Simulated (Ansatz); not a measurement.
The starting structures come from a database of crystals and need not be the phases stable at ambient conditions.

# Evanescent states of BaHI (P4/nmm, not sure to be the ambient phase, 6 atoms a cell, 29.7 Å³ an atom) along the normal of (110)

Method: r2SCAN (plane waves, PAW; Ansatz, a program for electronic structure).

The gap is the functional's own. No spin-orbit coupling. Mid-gap values are interpolated on the energy grid.

Energies count from the valence-band top; κ is the least over a 6×4 mesh across the current.

| E (eV) | κ (1/Å) | where |
|---|---|---|
| 0.08 | 0.145 | off Γ |
| 0.24 | 0.243 | off Γ |
| 0.40 | 0.308 | off Γ |
| 0.56 | 0.330 | off Γ |
| 0.72 | 0.341 | off Γ |
| 0.88 | … | off Γ |
| 1.04 | … | off Γ |
| 1.20 | … | Γ |
| 1.36 | … | Γ |
| 1.52 | … | Γ |
| 1.68 | … | Γ |
| 1.84 | … | Γ |
| 2.00 | … | Γ |
| 2.16 | … | off Γ |
| 2.32 | … | off Γ |
| 2.48 | 0.267 | off Γ |
| 2.64 | 0.239 | off Γ |
| 2.80 | 0.205 | off Γ |
| 2.96 | 0.163 | off Γ |
| 3.12 | 0.101 | off Γ |

Task: Complete the blanks.

Result: 
- 0.88, κ (1/Å): 0.350
- 1.04, κ (1/Å): 0.359
- 1.20, κ (1/Å): 0.362
- 1.36, κ (1/Å): 0.358
- 1.52, κ (1/Å): 0.353
- 1.68, κ (1/Å): 0.347
- 1.84, κ (1/Å): 0.340
- 2.00, κ (1/Å): 0.331
- 2.16, κ (1/Å): 0.313
- 2.32, κ (1/Å): 0.291
